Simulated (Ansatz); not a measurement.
**Hypothetical zinc blende TlBr: carrier doping**

The reference is TlBr in the zinc blende structure (space group F-43m, No. 216; a = 7.5038 Å; a hypothetical phase, not in the database extracts checked).

Carriers are added at fixed cell with a uniform background; the Fermi–Dirac width is that of 300 K.

Level of theory: PBE (Ansatz, a quantum-chemistry and plane-wave program), no spin-orbit coupling, earlier PAW set.

Notes on the quantities. Fermi level from band edge: Fermi level relative to the doped band's edge (positive inside the band; to 0.05 eV).

```
change                    gap between the host's bands  Fermi level from band edge
------------------------  ----------------------------  --------------------------
undoped                                        2.96 eV                           –
electrons 7.0×10^20 cm⁻³                       2.93 eV                    +0.15 eV
electrons 1.5×10^21 cm⁻³                       2.89 eV                    +0.30 eV
electrons 2.0×10^21 cm⁻³                       2.87 eV                    +0.35 eV
electrons 3.0×10^21 cm⁻³                       2.82 eV                    +0.45 eV
holes 7.0×10^20 cm⁻³                           3.04 eV                    +0.05 eV
holes 1.5×10^21 cm⁻³                           3.13 eV                    +0.05 eV
holes 2.0×10^21 cm⁻³                           3.19 eV                    +0.10 eV
holes 3.0×10^21 cm⁻³                           3.31 eV                    +0.10 eV
```

Carriers are added with a uniform compensating background; total energy and stress of such cells depend on the potential's zero and are not compared; many-body gap narrowing is missing at this level. With Tl present, leaving out spin-orbit coupling can change the band edges. Stability against distortions was not tested.
